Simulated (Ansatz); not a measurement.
Adsorption energy and surface dipole of O on the 1x1 (101) surface of tetragonal HfO2 (a metastable polymorph) (cut with top plane O), one in a 1x1 cell, started at the site 'bridge O-O (span 4.0 Å)', worked from the runs' numbers; total energies count from the potentials' own zero.

Host crystal: tetragonal HfO2, with a band gap (PBE, scalar-relativistic without spin-orbit coupling).

All values below come from PBE (plane waves to 420 eV, PAW; Ansatz, a first-principles code).

Slab: 19 atoms, 7.6 Å thick at the start under the adsorbate (thin: gaps and levels are the slab's own); k 6x3x1, smearing 0.01 eV, dipole-corrected; 8 atoms held, the rest relaxed; no symmetry held; spin-polarised, ending with about 2.0 μB a cell; orders that need a larger cell were not tried, no spin-orbit, no U, no dispersion correction. At the end it is bonded to Hf. In PBE it is, or lies within 0.03 eV of, the lowest of the starts that converged.

```json
[
 {"quantity": "slab with the adsorbate", "value": "-101729.326 eV"},
 {"quantity": "clean slab, same cell and mesh", "value": "-101165.970 eV"},
 {"quantity": "reference, ½ O2(g)", "value": "-564.968 eV"},
 {"quantity": "area of the cell", "value": "23.00 Å²"},
 {"quantity": "change of the step from the bottom to the top vacuum level", "value": "1.105 eV"}
]
```

Question: What is the adsorption energy against this reference?

Answer: E(slab + adsorbate) − E(slab) − E(reference) = 1.61 eV, so in this state the adsorbate is less stable than in the reference, at a coverage of 4.35 a nm².

Question: What dipole does adsorption add to the slab along the outward normal (Helmholtz relation, ε₀ = 0.005526 e/(V·Å))?

Answer: p = −ε₀·A·ΔV = -0.140 e·Å = -0.67 D; its negative end points to the vacuum, which raises the vacuum level.
